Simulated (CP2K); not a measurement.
Band structure of Mg₂Zn (Amm2, 6 atoms in the cell).

```
Mg2Zn
1.0
    4.85597     0.00000     0.00000
    0.00000     8.07614     0.00000
    0.00000     7.48308     3.03769
Mg Zn
4 2
Direct
  0.00000   0.99723   0.99723
  0.00000   0.66928   0.66928
  0.00000   0.33352   0.33352
  0.50000   0.55535   0.55535
  0.50000   0.88716   0.88716
  0.50000   0.22412   0.22412
```

Method: LDA (Pade form), GPW, DZVP-MOLOPT-SR-GTH basis, GTH-PADE potentials (GTH_POTENTIALS) (CP2K).

Settings: CUTOFF = 1000 Ry; REL_CUTOFF = 40 Ry; SMEAR/METHOD = GAUSSIAN; SIGMA = 0.136 eV; KPOINTS/SCHEME = MONKHORST-PACK 4 5 5; GAMMA_CENTERED = T; XC_FUNCTIONAL = PADE; Mg/BASIS_SET = DZVP-MOLOPT-SR-GTH-q10; Mg/POTENTIAL = GTH-PADE-q10; Zn/BASIS_SET = DZVP-MOLOPT-SR-GTH-q12; Zn/POTENTIAL = GTH-PADE-q12; METHOD = GPW; EPS_DEFAULT = 1e-10; EXTRAPOLATION = USE_GUESS.

The starting cell comes from a database of computed structures (which also holds hypothetical and non-ambient phases and stackings), without a prior relaxation at this level. Values carry the incompleteness of an atom-centred basis.

Levels in eV from the Fermi level, bands 29 to 34:
| point | 29 | 30 | 31 | 32 | 33 | 34 |
|---|---|---|---|---|---|---|
| Γ | -5.28 | -1.77 | -0.94 | 0.55 | 0.83 | 1.02 |
| X | -3.32 | -1.33 | -1.02 | 0.97 | 1.43 | 2.25 |
| S | -2.64 | -2.39 | -0.17 | -0.10 | 2.16 | 2.54 |
| R | -2.00 | -1.83 | -1.33 | -1.32 | -0.94 | 0.18 |
| A | -1.91 | -1.82 | -1.79 | -1.69 | -0.10 | 0.65 |
| Z | -4.43 | -3.79 | -3.57 | -3.41 | 3.19 | 3.51 |
| Y | -2.61 | -2.30 | -1.21 | -1.01 | -0.46 | -0.21 |
| X1 | -3.32 | -1.33 | -1.02 | 0.97 | 1.43 | 2.25 |
| A1 | -1.91 | -1.82 | -1.79 | -1.69 | -0.10 | 0.65 |
| T | -5.36 | -5.24 | -1.25 | -1.23 | -0.78 | 0.32 |

Bands cross the Fermi level along this path, so the cell is metallic at this level.

Higher empty bands are left out: an atom-centred basis made for the valence describes them poorly.
